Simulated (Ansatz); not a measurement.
## Effective masses and thermopower of Mg2Ge (Fm-3m)

Consider the following.

```yaml
crystal:
  lattice:
    - [0.00000, 3.18154, 3.18154]
    - [3.18154, 0.00000, 3.18154]
    - [3.18154, 3.18154, 0.00000]
  atoms:
    - { symbol: Mg, position: [0.75000, 0.75000, 0.75000] }
    - { symbol: Mg, position: [0.25000, 0.25000, 0.25000] }
    - { symbol: Ge, position: [0.00000, 0.00000, 0.00000] }
```

These are HSE06, rigid bands (plane waves, PAW, scalar-relativistic; Ansatz, a first-principles code) values and carry that method's errors. Geometry: cell and atoms relaxed with PBEsol.

```
Quantity                                            Value
--------------------------------------------  -----------
band gap                                          0.51 eV
electron conductivity mass (300 K, dilute)        0.26 mₑ
effective density of states N_c (300 K)       1.1e19 cm⁻³
density-of-states mass, electrons                 0.56 mₑ
Seebeck coefficient, n-type 1e19 cm⁻³, 300 K    -226 μV/K
```

Rigid bands; masses and Seebeck coefficients take one relaxation time τ for all states and one kind of carrier; polarons and phonon drag are left out. Spin-orbit coupling is left out. Geometry: cell and atoms relaxed with PBEsol.
